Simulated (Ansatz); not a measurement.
```xyz
2
Lattice="11.0000 0.0000 0.0000 0.0000 11.0000 0.0000 0.0000 0.0000 5.7568" Properties=species:S:1:pos:R:3 pbc="T T T"
Bi     5.5000     5.5000     0.0000
Bi     5.5000     5.5000     2.8784
```

Level of theory: PBE (plane waves to 420 eV, PAW; Ansatz, a quantum-chemistry and plane-wave program). Mesh 1×1×52. No spin polarisation, so a magnetic state wasn't tested. Periodic along z alone, with about 11 Å of vacuum beside it. A model structure. It keeps the symmetry and period of its start, so it need not be a minimum against all distortions. Pairing along the axis, which can open a gap, is among the distortions not tried. Values not marked SOC lack spin–orbit coupling. Buckling under compression is shut out by symmetry and the short period.

Say what this body is, and give its properties.

Free linear chain of Bi atoms. A hypothetical model.
```
Property                                                                                                            Result
--------------------------------------------------------------------  ----------------------------------------------------
PBE gap                                                                                               none (under 0.01 eV)
crossings of the Fermi level between Γ and the zone edge (49 points)  3, each for both spins (ideal conductance 3 × 2e²/h)
work function (PBE)                                                                                                4.64 eV
axial stiffness dF/dε                                                                                                30 nN
```
